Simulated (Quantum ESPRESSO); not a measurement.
# What a tighter setting buys: ecutwfc, MgZnCu (Imma, 6 atoms in the cell)

```yaml
crystal:
  lattice:
    - [-2.49753, 2.52804, 3.52943]
    - [2.49753, -2.52804, 3.52943]
    - [2.49753, 2.52804, -3.52943]
  atoms:
    - { symbol: Mg, position: [0.12315, 0.87315, 0.25000] }
    - { symbol: Mg, position: [0.87685, 0.12685, 0.75000] }
    - { symbol: Zn, position: [0.50000, 0.50000, 0.50000] }
    - { symbol: Zn, position: [0.50000, 0.00000, 0.00000] }
    - { symbol: Cu, position: [0.50000, 0.50000, 0.00000] }
    - { symbol: Cu, position: [0.00000, 0.50000, 0.50000] }
```

Method of the run: LDA (PZ), GBRV 1.5 ultrasoft (LDA) pseudopotentials (plane waves; Quantum ESPRESSO 7.5).

Base settings: ecutwfc = 50 Ry; ecutrho = 400 Ry; occupations = smearing; smearing = methfessel-paxton; degauss = 0.0147 Ry; potentials = {Mg: mg_lda_v1.4.uspp.F.UPF, Zn: zn_lda_v1.uspp.F.UPF, Cu: cu_lda_v1.2.uspp.F.UPF}; K_POINTS = automatic 5 5 5 0 0 0; conv_thr = 1e-10 Ry.

Misses are taken against the tightest run, 100 Ry (ecutrho: 400 Ry → 800 Ry), which need not be fully converged itself. The energy is the free energy per atom.

The count of work is k-points × plane waves × bands × iterations; it is no time, and leaves out set-up, grids and terms that scale otherwise. Core times come from one kind of shared machine and are given to one figure; runs under 30 s give none.

The starting cell comes from a database of computed structures (which also holds hypothetical and non-ambient phases and stackings), without a prior relaxation at this level. Spin polarisation is off. In the base run, with a pressure of about -6 GPa the cell is away from its equilibrium volume at this level.

The runs (ecutwfc): 20 Ry (ecutrho: 400 Ry → 160 Ry) | 25 Ry (ecutrho: 400 Ry → 200 Ry) | 30 Ry (ecutrho: 400 Ry → 240 Ry) | 35 Ry (ecutrho: 400 Ry → 280 Ry) | 40 Ry (ecutrho: 400 Ry → 320 Ry) | 45 Ry (ecutrho: 400 Ry → 360 Ry) | 50 Ry | 57 Ry (ecutrho: 400 Ry → 456 Ry) | 65 Ry (ecutrho: 400 Ry → 520 Ry) | 75 Ry (ecutrho: 400 Ry → 600 Ry) | 88 Ry (ecutrho: 400 Ry → 704 Ry) | 100 Ry (ecutrho: 400 Ry → 800 Ry).

Task: Which is the coarsest setting among those run that, with all tighter ones, holds the energy within 20 meV/atom of the reference, and what does it save?

Result: 57 Ry (ecutrho: 400 Ry → 456 Ry), off by 15 meV/atom; it needs 0.41 of the reference's count of work and about 0.3 of the reference's time.

Task: Which is the coarsest setting among those run that, with all tighter ones, holds the energy within 5 meV/atom of the reference, and what does it save?

Result: 88 Ry (ecutrho: 400 Ry → 704 Ry), off by 0.96 meV/atom; its saving against the reference is no more than about a factor of 2 in the count of work.

Task: What does the step from 30 Ry (ecutrho: 400 Ry → 240 Ry) to 75 Ry (ecutrho: 400 Ry → 600 Ry) buy?

Result: It takes the miss in the energy from 670 to 7.1 meV/atom, for 3.9 times the count of work and roughly 3 times the time.

| ecutwfc | energy less reference (meV/atom) | pressure less reference (GPa) | largest difference in the force on any atom (eV/Å) | count of work / reference | core time / reference (rough) |
|---|---|---|---|---|---|
| 20 Ry (ecutrho: 400 Ry → 160 Ry) | 27983.80 | -1398.05 | 0.063 | 0.081 | 0.08 |
| 25 Ry (ecutrho: 400 Ry → 200 Ry) | 4719.46 | -310.22 | 0.005 | 0.12 | 0.10 |
| 30 Ry (ecutrho: 400 Ry → 240 Ry) | 665.17 | -60.16 | 0.000 | 0.16 | 0.1 |
| 35 Ry (ecutrho: 400 Ry → 280 Ry) | 78.71 | -7.09 | 0.000 | 0.20 | 0.1 |
| 40 Ry (ecutrho: 400 Ry → 320 Ry) | 36.60 | -0.04 | 0.000 | 0.25 | 0.2 |
| 45 Ry (ecutrho: 400 Ry → 360 Ry) | 32.55 | -0.50 | 0.000 | 0.29 | 0.2 |
| 50 Ry | 22.37 | -0.59 | 0.000 | 0.33 | 0.3 |
| 57 Ry (ecutrho: 400 Ry → 456 Ry) | 15.18 | -0.04 | 0.000 | 0.41 | 0.3 |
| 65 Ry (ecutrho: 400 Ry → 520 Ry) | 13.81 | -0.08 | 0.000 | 0.50 | 0.4 |
| 75 Ry (ecutrho: 400 Ry → 600 Ry) | 7.11 | -0.34 | 0.000 | 0.61 | 0.5 |
| 88 Ry (ecutrho: 400 Ry → 704 Ry) | 0.96 | 0.00 | 0.000 | 0.83 | 0.7 |
| 100 Ry (ecutrho: 400 Ry → 800 Ry) | 0.00 | 0.00 | 0.000 | 1.0 | 1 |
